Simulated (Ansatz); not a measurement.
## BP (space group P4_2/mnm, No. 136; a hypothetical phase, not in the database extracts checked)

```
BP
1.0
    5.56855     0.00000     0.00000
    0.00000     5.56855     0.00000
    0.00000     0.00000     3.20543
B P
4 4
Direct
  0.32171   0.67829   0.00000
  0.67829   0.32171   0.00000
  0.82171   0.82171   0.50000
  0.17829   0.17829   0.50000
  0.31938   0.31938   0.00000
  0.68062   0.68062   0.00000
  0.18062   0.81938   0.50000
  0.81938   0.18062   0.50000
```

All numbers come from Ansatz (a program for electronic structure) PBE, spin-orbit coupling left out. k-mesh 6×6×10 (Γ-centred); smearing 0.05 eV (Fermi–Dirac).

The volume per atom comes out as 12.42 Å³, the density is 2.79 g/cm³ and the band gap is 0.47 eV, indirect, Γ → k = (0, 0, 0.300) in the run's primitive reciprocal basis. The electron mass comes out as 0.48 mₑ along k, 0.33 mₑ across and the total energy is -456.088 eV/atom (σ→0; compares only within this code and set-up).

Effective masses come from finite differences of ±0.01 Å⁻¹. Along k means along the line from Γ to the band edge. Stability against distortions was not tested.
